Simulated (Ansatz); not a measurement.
The parent structure is BeS in the zinc blende structure (space group F-43m, No. 216; a = 4.876 Å).

Now apply this change: a hydrostatic pressure of 0.3 GPa.

Levels (all Ansatz, an electronic-structure program, PAW): PBE (420 eV, scalar-relativistic without spin-orbit coupling); r2SCAN (500 eV, no spin-orbit coupling); HSE06 (420 eV, no spin-orbit coupling); PBE+SOC (420 eV, spin-orbit coupling included).

One geometry, relaxed with PBE, under each level:

Notes on the quantities. hole mass: degenerate bands, along [100].

The valence-band top lists the three highest levels at Γ (Kramers pairs under SOC), from the VBM.

```csv
level,band gap,lowest conduction level above the VBM at special points,valence-band top at Γ,electron mass,hole mass,pressure
PBE,3.14 eV,X 3.14 eV; K 4.37 eV; U 4.37 eV; L 5.42 eV,"0.00, 0.00, 0.00 eV","0.83 mₑ along k, 0.29 mₑ across (at X)","0.34, 0.57, 0.57 mₑ (at Γ)",0.30 GPa
r2SCAN,3.59 eV,X 3.59 eV; K 4.85 eV; U 4.85 eV; L 6.03 eV,–,"0.79 mₑ along k, 0.29 mₑ across (at X)","0.34, 0.57, 0.57 mₑ (at Γ)",-0.14 GPa
HSE06,…,…,–,–,–,–
PBE+SOC,3.11 eV,X 3.11 eV; K 4.34 eV; U 4.34 eV; L 5.39 eV,"0.00, 0.00, -0.10 eV","0.84 mₑ along k, 0.29 mₑ across (at X)","0.39, 0.57 mₑ (at Γ)",0.30 GPa
```

Problem. Give the withheld HSE06 results.

Solution. 
- HSE06, band gap: 4.09 eV
- HSE06, lowest conduction level above the VBM at special points: X 4.09 eV; K 5.40 eV; U 5.40 eV; Γ 6.87 eV

Single points use the geometry relaxed with PBE. Their cutoffs differ, which shifts pressures a little. HSE06 gaps are upper bounds (no full band path). The spin-orbit shifts are approximate. Load acts through the strain it causes; cell and atoms are relaxed under it. Masses are band curvatures over ±0.01 Å⁻¹ around the edge. Along k means along the line from Γ to the band edge. Whether these cells are dynamically stable was not tested.
